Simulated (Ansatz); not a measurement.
Structure of amorphous Ti$_{20}$O$_{39}$F$_{2}$ (periodic cell):

```xyz
61
Lattice="9.2124 0.0000 0.0000 0.0000 9.2124 0.0000 0.0000 0.0000 9.2124" Properties=species:S:1:pos:R:3 pbc="T T T"
Ti     0.6912     4.3191     3.9492
Ti     4.4237     6.6198     2.1835
Ti     7.6811     6.4502     7.7079
Ti     2.1312     1.4902     3.3422
Ti     7.7433     5.7237     1.5875
Ti     4.5945     6.9811     5.8101
Ti     3.7478     0.0376     0.9518
Ti     7.0626     3.4940     5.8339
Ti     6.8849     8.9613     0.5687
Ti     2.9295     0.4338     6.6813
Ti     6.6062     0.4000     6.3495
Ti     1.0708     2.6940     7.2449
Ti     6.2265     2.6310     9.0172
Ti     8.2661     0.6875     3.7533
Ti     8.9472     2.7035     1.1111
Ti     1.0265     7.4132     2.8986
Ti     3.5006     3.3241     5.3712
Ti     1.6582     6.1421     6.2115
Ti     4.0113     5.3210     8.2745
Ti     1.3139     5.4252     0.4862
O      5.2242     8.0497     1.2384
O      7.1142     1.6346     4.7981
O      1.1928     0.8823     6.7647
O      8.2024     4.2140     4.5112
O      2.3840     3.3614     3.6833
O      6.0182     5.6593     2.0845
O      2.7222     7.7115     6.1108
O      6.2999     2.0206     7.2366
O      5.4447     1.1341     0.5267
O      3.1979     1.2676     4.7769
O      7.1694     8.6259     7.8038
O      2.9801     1.4930     1.7864
O      8.7577     5.4206     8.9183
O      3.7443     5.2615     6.2142
O      5.2430     3.4440     5.1265
O      0.3962     4.5738     2.0205
O      1.4376     4.1141     5.8418
O      3.1724     9.1931     8.4722
O      0.9047     9.1214     3.6137
O      2.9672     8.0294     2.2246
O      1.0330     7.0728     1.0574
O      4.9955     6.6967     7.9120
O      3.3305     5.5794     0.9681
O      3.1505     2.4620     6.9811
O      7.4150     7.1632     0.4209
O      9.2109     6.6499     6.6775
O      8.6129     2.8334     6.7697
O      1.4781     6.0552     4.1790
O      0.1550     2.1451     2.9396
O      6.9505     4.8648     7.0686
O      4.4366     6.7080     4.0448
O      2.0731     5.5824     7.9902
O      7.3728     3.6645     1.0152
O      4.9335     8.9876     6.1051
O      1.0757     3.1195     9.1027
O      7.3802     0.0576     2.3858
O      8.0600     1.3547     0.2613
O      8.5083     6.8012     2.9180
O      4.9457     3.8323     8.8289
F      8.1068     8.7218     5.2847
F      6.4905     6.9382     5.7857
```

The numbers are results of PBE, scalar-relativistic without spin-orbit coupling (plane waves to 420 eV, PAW; Ansatz, a program for electronic structure), not measurements.

A CHGNet melt-quench gave the starting glass, which DFT then relaxed. O and F atoms were pushed apart under 1.9 Å during the dynamics, to hinder bonds among them. The hot cell started wider than the set density and was brought back towards it in steps. It is the lowest in DFT energy of 2 quenches. It is a model cell: composition and starting density were chosen by hand, and all elements were melted together. No dispersion term was used. Its density started from a set value of 3.58 and ended at 3.44 g/cm³. The simulated quench (nominally 300 K/ps over its main leg) is rapid and tends to freeze in more defects than a deposited or slowly cooled glass has. A cell of this size samples the disorder only roughly. The volume was free in the relaxation, at fixed shape. Stress components on the final sampling reach 2.2 GPa. Cycles of charging lowered its energy after that relaxation.

Bonds are counted up to Ti-Ti 3.12 Å, Ti-O 2.54 Å, Ti-F 2.39 Å, O-O 1.58 Å, O-F 1.48 Å, F-F 1.37 Å. Two cations that share two anions don't count as bonded, nor two that share one unless they lie closer than Ti-Ti 3.04 Å.

### Question
Give the coordination numbers, mean bond lengths and angles.

### Answer

| Quantity | Value |
|---|---|
| Mean coordination of Ti by anions | 5.50 (10 with 5, 10 with 6) |
| Mean coordination of O | 2.72 (15 with 2, 20 with 3, 4 with 4) |
| Mean coordination of F | 2.00 (2 with 2) |
| Mean Ti-O bond | 1.967 Å (spread 0.147 Å, 106 counted) |
| Mean Ti-F bond | 2.048 Å (spread 0.162 Å, 4 counted) |
| Bond angle at Ti | mean 104.5°, spread 27.3° |
| Bond angle at O | mean 117.8°, spread 19.9° |

### Question
List the pairs of like atoms that count as bonded by the rules above.

### Answer
There are none by these rules.

### Question
What Bader charges do the atoms carry, from a run on the zone centre alone?

### Answer
Means (range): Ti +2.22 e (+2.17 to +2.27), O -1.11 e (-1.25 to -0.99), F -0.69 e (-0.70 to -0.68).
```
atom  charge (e)
----  ----------
Ti1        +2.24
Ti2        +2.23
Ti3        +2.25
Ti4        +2.18
Ti5        +2.21
Ti6        +2.27
Ti7        +2.22
Ti8        +2.27
Ti9        +2.27
Ti10       +2.26
Ti11       +2.24
Ti12       +2.18
Ti13       +2.21
Ti14       +2.22
Ti15       +2.19
Ti16       +2.22
Ti17       +2.20
Ti18       +2.24
Ti19       +2.17
Ti20       +2.21
O21        -1.11
O22        -1.13
O23        -1.02
O24        -1.04
O25        -1.15
O26        -1.02
O27        -1.15
O28        -1.12
O29        -1.13
O30        -1.13
O31        -1.12
O32        -1.05
O33        -1.09
O34        -1.20
O35        -1.03
O36        -1.25
O37        -1.22
O38        -1.05
O39        -1.18
O40        -1.18
O41        -1.02
O42        -1.05
O43        -1.19
O44        -1.13
O45        -1.07
O46        -0.99
O47        -1.03
O48        -1.16
O49        -1.25
O50        -1.05
O51        -1.04
O52        -1.16
O53        -1.12
O54        -1.12
O55        -1.15
O56        -1.03
O57        -1.13
O58        -1.03
O59        -1.03
F60        -0.68
F61        -0.70
```
